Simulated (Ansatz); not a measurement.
Start from Ni in the diamond structure (space group Fd-3m, No. 227; ferromagnetic; a hypothetical phase, not in the database extracts checked; relaxed with 0.1 eV smearing).

```
Ni
1.0
    0.00000     2.50560     2.50560
    2.50560     0.00000     2.50560
    2.50560     2.50560     0.00000
Ni
2
Direct
  0.75000   0.75000   0.75000
  0.50000   0.50000   0.50000
```

Cartesian axes are those of the cell as printed.

Level of theory: PBEsol, PAW, 420 eV (Ansatz, a program for electronic structure; no spin-orbit coupling).

It is then changed as follows: the cell is scaled by 0.9707 in all directions; the atoms relax in the strained cell.

### Question
Predict the stress tensor and what it implies for the stiffness.

### Answer
Stress of the strained cell less that of the base (GPa, compression positive):
```
   11.8     0.0     0.0
    0.0    11.8     0.0
    0.0     0.0    11.8
```

Then B = −ΔP/(ΔV/V₀) with ΔV/V₀ = -0.0853 gives secant stiffness values (nonlinear terms included at this strain): B ≈ 138 GPa.

As a check, the harmonic strain energy −½ V₀ Δσ:ε is 51 meV/atom; the computed energy rise is 45 meV/atom.

The magnetic state is the one reached from the starting moments; the real material's order can differ, and small cells can't hold many antiferromagnetic ones. No phonon test of stability was made.
